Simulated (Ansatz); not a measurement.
Start from ZrC in the rock salt structure (space group Fm-3m, No. 225; relaxed with 0.1 eV smearing).

```yaml
crystal:
  lattice:
    - [0.00000, 2.33454, 2.33454]
    - [2.33454, 0.00000, 2.33454]
    - [2.33454, 2.33454, 0.00000]
  atoms:
    - { symbol: Zr, position: [0.00000, 0.00000, 0.00000] }
    - { symbol: C, position: [0.50000, 0.50000, 0.50000] }
```

Cartesian axes are those of the cell as printed.

Calculations: plane-wave PAW DFT at the PBEsol level (Ansatz, a first-principles code, 420 eV), scalar-relativistic without spin-orbit coupling.

One thing is altered: biaxial strain +1.67 %, plane normal [111], relaxed out of plane (Cartesian); in-plane vectors clamped, the third vector and the atoms free.

Problem. What does the calculation give for the out-of-plane strain and in-plane stress after the change?

Solution. The out-of-plane strain comes out as -0.99 %; the mean in-plane stress (compression positive) comes out as -7.8 GPa.

Whether these cells are dynamically stable was not tested. The final runs are not spin-polarised.
